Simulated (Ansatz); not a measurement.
Work function of Pt(111) slab, unreconstructed by several functionals

All runs by Ansatz (plane waves, PAW, no spin-orbit coupling): 7 layers on the in-plane lattice of PBE, ions relaxed at each level.

```tsv
level	work function (eV)	rough cost against PBE (one kind of shared host)
LDA	___	within a factor of 2
PBE	5.68	1
PBEsol	5.77	within a factor of 2
r2SCAN	___	about 2 times
```

### Question
What belongs in the gaps?

### Answer

- LDA, work function (eV): 6.01
- r2SCAN, work function (eV): 5.72

### Question
Which level lies nearest to measurement, and on which side does PBE miss?

### Answer
Measured (this face): 5.91 eV (measured; Richard Tran, Xiang-Guo Li, Joseph H. Montoya et al., Surface Science (2019), arXiv:1902.07811). Misses: LDA +0.10, PBE -0.23, PBEsol -0.14, r2SCAN -0.19 eV. Nearest is LDA, though measured values of one face scatter by 0.1 eV or more.

Ansatz is a program for electronic structure.
